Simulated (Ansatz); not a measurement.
Data:

End structure of the (110) surface of fcc Al in its 1x1 cell, outermost plane spacing 1.43 Å in the ideal cut:

```xyz
9
Lattice="2.8581 0.0000 0.0000 0.0000 4.0420 0.0000 0.0000 0.0000 27.5000" Properties=species:S:1:pos:R:3 pbc="T T T"
Al     1.4290     2.0210     8.0678
Al     0.0000     0.0000     9.4075
Al     1.4290     2.0210    10.8833
Al     0.0000     0.0000    12.2931
Al     1.4290     2.0210    13.7500
Al     0.0000     0.0000    15.2069
Al     1.4290     2.0210    16.6167
Al     0.0000     0.0000    18.0925
Al     1.4290     2.0210    19.4322
```

Slab: 9 atoms, 11.4 Å thick at the start; k 13x9x1, smearing 0.1 eV, dipole-corrected; all atoms relaxed; held to the start's symmetry, so lower structures may exist; no spin, no spin-orbit, no U.

**Question.** What surface energy (mean of both faces) does PBE (Ansatz, a quantum-chemistry and plane-wave program) give?

**Answer.** 0.97 J/m²

**Question.** What work function of the top face does PBE give?

**Answer.** 4.14 eV
